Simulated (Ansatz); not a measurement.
Base system: CdSe in the wurtzite structure (space group P6_3mc, No. 186; a = 4.383 Å, c = 7.155 Å).

Levels (all Ansatz, an electronic-structure program, PAW, earlier PAW set): PBE (420 eV, no spin-orbit coupling); r2SCAN (500 eV, spin-orbit coupling left out).

The geometry is relaxed with PBE.

| Quantity | Result |
|---|---|
| PBE pressure | 0.00 GPa |
| PBE lowest conduction level above the VBM at special points | Γ 0.54 eV; A 2.26 eV; L 2.90 eV; M 3.09 eV |
| PBE electron mass | 0.057 mₑ (at Γ) |

**Question.** Predict the pressure, lowest conduction level above the VBM at special points and electron mass from r2SCAN.

**Answer.** The pressure goes from zero to -1.46 GPa; the lowest conduction level above the VBM at special points becomes Γ 1.02 eV; A 2.71 eV; L 3.31 eV; M 3.55 eV (PBE: Γ 0.54 eV; A 2.26 eV; L 2.90 eV; M 3.09 eV); the electron mass changes from 0.057 mₑ (at Γ) to 0.089 mₑ along c, 0.096 mₑ across (at Γ).

Single points use the geometry relaxed with PBE. Their cutoffs differ, which shifts pressures a little. The levels and masses belong to the bands next to the band gap. Masses are band curvatures over ±0.01 Å⁻¹ around the edge. Stability against distortions was not tested.
